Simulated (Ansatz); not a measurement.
The starting structures come from a database of crystals and need not be the phases stable at ambient conditions.

Data:

```
PbV2O6
1.0
    8.09149     0.07839     0.02671
    3.10644     8.99399    -0.01047
    0.82305    -0.28013     3.56513
V Pb O
4 2 12
Cartesian
  2.43657   1.30843   1.42887
  9.58441   7.48384   2.15250
  7.56814   5.70116   0.58934
  4.45285   3.09110   2.99204
  6.84695   2.04004   0.46817
  5.17404   6.75222   3.11321
  3.85580   2.69205   1.20994
  8.16519   6.10021   2.37143
  8.90893   7.14890   0.39355
  3.11206   1.64336   3.18782
  5.91246   8.71963   1.20874
  6.10852   0.07263   2.37263
  3.96659   4.63757   3.22580
  8.05439   4.15470   0.35557
  8.88679   1.49061   1.84265
  3.13419   7.30165   1.73872
  5.92278   5.70039   0.96913
  6.09820   3.09188   2.61224
```

Space group of this cell: C2/m. The cell was relaxed by PBE-D3(BJ); by PBEsol its mean pressure is -2.7 GPa.

Transport runs along the normal of the first two printed cell vectors.

The gap is the functional's own, uncorrected, and κ follows it; spin-orbit coupling is left out. Mid-gap values are interpolated between the computed energies.

Give the band gap and the smallest decay constant κ at mid-gap that PBEsol (Ansatz, a program for electronic structure) yields.

Gap 2.15 eV on a 8×4×8 mesh; κ = 0.351 1/Å, at (0.000, 0.250) of the in-plane reciprocal vectors. At the zone centre, at the nearest computed energy, the slowest state has κ = 0.35 1/Å.
